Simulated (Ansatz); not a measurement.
The starting structures come from a database of crystals and need not be the phases stable at ambient conditions.

 Where the default PAW files enter, the runs use the earlier of Ansatz's two default sets.

Input:

```yaml
crystal:
  lattice:
    - [4.57074, 0.00000, 0.00000]
    - [0.00000, 4.57074, 0.00000]
    - [2.28537, 2.28537, 3.23200]
  atoms:
    - { symbol: Mg, position: [0.00000, 0.00000, 0.00000] }
    - { symbol: Te, position: [0.25000, 0.75000, 0.50000] }
```

Space group of this cell: F-43m, zinc blende. The cell is taken as given.

The numbers are results of PBEsol (plane waves, PAW; Ansatz, an electronic-structure program), not measurements.

The current runs along the normal of the first two printed vectors; no spin-orbit coupling. Scaled by the factor s: both lengths across the current (ions clamped). Meshes 10×10×10 and 8×8 across the current in all rows.

| s | mean pressure (GPa) | band gap (eV) |
|---|---|---|
| 0.98 | 1.1 | 2.45 |
| 1.00 | -0.4 | 2.30 |
| 1.02 | -1.7 | ? |

Task: Take the slope of the band gap against ln s from the two given rows, extrapolate to s = 1.02, and say what the run there gives.

Result: Slope = (2.45 − 2.30) / ln 0.98 = -7.42 eV. The line gives 2.30 + (-7.42) × ln 1.02 = 2.15 eV. The run gives 2.09 eV, 0.06 eV under the line, 43 % of the predicted step.
